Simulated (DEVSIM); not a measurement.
System: abrupt Si n-p junction, at 300 K.

Layer 1 from the left is Si, thickness (μm) 5.30, Nd (cm⁻³) 3.9e17, τn (s) 0.00097, τp (s) 0.00097. Layer 2 from the left is Si, thickness (μm) 0.390, Na (cm⁻³) 4.1e15, τn (s) 0.00097, τp (s) 0.00097.

Left contact: ohmic. Right contact: ohmic. Voltage is applied to the left contact. Recombination: SRH at mid-gap, Auger. Mobility is constant in doping.

The device is made up for the run: typed textbook-type constants, with dimensions and the other settings drawn at random. Values at 300 K.

Si: gap (eV) 1.124, affinity (eV) 4.05, permittivity 11.7, Nc (cm⁻³) 2.86e19, Nv (cm⁻³) 3.1e19, μn (cm²/Vs) 1417, μp (cm²/Vs) 470, Cn (cm⁶/s) 2.8e-31, Cp (cm⁶/s) 9.9e-32.

Model (solved in DEVSIM): 1D drift-diffusion, Boltzmann statistics, complete ionisation; no tunnelling, impact ionisation, image-force lowering or self-heating.

### Question
What does the simulation give for the potential step across the device at zero bias, the dark forward voltage at 100 A/cm²?

### Answer
potential step across the device at zero bias 0.782 V; dark forward voltage at 100 A/cm² 0.607 V.
